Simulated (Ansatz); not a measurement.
Consider this model of amorphous Zn₃₂O₂₀N₈.

```xyz
60
Lattice="9.4242 0.0000 0.0000 0.0000 9.4242 0.0000 0.0000 0.0000 9.4242" Properties=species:S:1:pos:R:3 pbc="T T T"
Zn     5.8613     8.8849     2.0035
Zn     3.0577     0.6895     1.0709
Zn     2.8115     7.8584     8.9359
Zn     8.4195     0.8564     2.6954
Zn     4.0224     8.8562     5.5090
Zn     1.7410     0.2725     7.8233
Zn     0.6991     3.7330     7.6832
Zn     5.1196     0.2834     8.3267
Zn     4.7534     4.9638     2.4379
Zn     6.7900     0.3234     5.3039
Zn     5.8201     7.0727     4.2501
Zn     3.3996     2.5696     6.2117
Zn     3.1868     4.5253     0.1480
Zn     0.2749     6.7589     8.0644
Zn     6.1120     3.9433     8.1882
Zn     9.3572     8.2417     5.1417
Zn     2.6664     6.6581     3.9075
Zn     5.4571     6.2960     0.1311
Zn     8.1730     0.5212     7.8070
Zn     5.8228     2.3504     1.4264
Zn     0.6492     8.4909     1.5111
Zn     0.0942     2.3514     5.2763
Zn     2.3829     3.6817     3.6895
Zn     0.4057     2.2161     0.6599
Zn     8.9419     5.4348     5.0361
Zn     7.0132     6.9691     6.9898
Zn     3.8954     5.9452     6.8093
Zn     1.8690     0.6482     3.7355
Zn     7.8104     3.7852     2.9607
Zn     5.9758     3.5807     5.1713
Zn     1.0654     5.3193     1.6154
Zn     7.9494     6.7459     1.9601
O      5.0628     3.9684     0.5043
O      5.5276     9.1203     4.0045
O      8.1126     3.6498     4.9918
O      0.3409     6.8523     0.5749
O      7.8812     8.6745     1.7575
O      7.9569     2.3991     1.5773
O      3.6761     0.7380     6.9161
O      4.5996     4.0433     6.6123
O      7.6695     6.9954     5.1403
O      6.9526     5.7305     8.4022
O      8.6602     0.6546     4.6195
O      6.5116     8.8192     7.2517
O      0.5702     5.3691     6.7430
O      0.3870     1.7908     7.9949
O      5.9082     6.6782     2.0907
O      5.8168     3.5237     3.2295
O      1.3526     8.1253     3.7607
O      8.9478     5.3711     2.9067
O      0.1087     8.5367     7.1398
O      1.3378     3.9056     0.1446
N      4.0880     6.9508     5.1985
N      6.8394     2.1754     7.4985
N      3.6810     6.2285     8.7185
N      2.7851     5.1463     2.6273
N      6.4887     2.0112     6.3091
N      2.0197     2.2716     4.8507
N      1.3018     0.8714     1.8238
N      4.9316     0.6962     0.7856
```

Calculation: PBE, scalar-relativistic without spin-orbit coupling (plane waves to 420 eV, PAW; Ansatz, an electronic-structure program).

The cell was made by melting and quenching with the CHGNet potential and then relaxed with DFT. O and N atoms were pushed apart under 1.9 Å during the dynamics, to hinder bonds among them. The hot cell started wider than the set density and was brought back towards it in steps. It is the lowest in DFT energy of 2 quenches. It is a model cell: composition and starting density were chosen by hand, and all elements were melted together. No dispersion term was used. Its density started from a set value of 5.34 and ended at 5.01 g/cm³. The quench (nominally 61 K/ps over its main leg) was far faster than any real one, so the model tends to hold more defects than a real film. A cell of this size samples the disorder only roughly. The volume was free in the relaxation, at fixed shape. Stress components on the final sampling reach 2.0 GPa. On a 2×2×2 Γ-centred mesh force components of up to 0.15 eV/Å stay, since the relaxation ran on the zone centre alone.

Bonds are counted up to Zn-Zn 2.68 Å, Zn-O 2.52 Å, Zn-N 2.28 Å, O-O 1.58 Å, O-N 1.64 Å, N-N 1.70 Å. Two cations that share two anions don't count as bonded, nor two that share one unless they lie closer than Zn-Zn 2.61 Å.

Give the coordination numbers, mean bond lengths and angles.


```json
{
 "Mean coordination of Zn by anions": "3.38 (1 with 1, 2 with 2, 13 with 3, 16 with 4); 2 close contacts or bonds to cations besides",
 "Mean coordination of O": "4.00 (2 with 3, 16 with 4, 2 with 5)",
 "Mean coordination of N": "3.75 (2 with 3, 6 with 4)",
 "Mean Zn-O bond": "2.041 Å (spread 0.102 Å, 80 counted)",
 "Mean Zn-N bond": "1.961 Å (spread 0.057 Å, 28 counted)",
 "Mean Zn-Zn close contact": "2.401 Å (spread 0.000 Å, 1 counted)",
 "Mean N-N bond": "1.251 Å (spread 0.000 Å, 1 counted)",
 "Bond angle at Zn": "mean 112.6°, spread 20.3°",
 "Bond angle at O": "mean 108.3°, spread 19.2°",
 "Bond angle at N": "mean 110.5°, spread 12.6°"
}
```

List the pairs of like atoms that count as bonded by the rules above.

Zn3-Zn6 (2.40 Å), N54-N57 (1.25 Å).
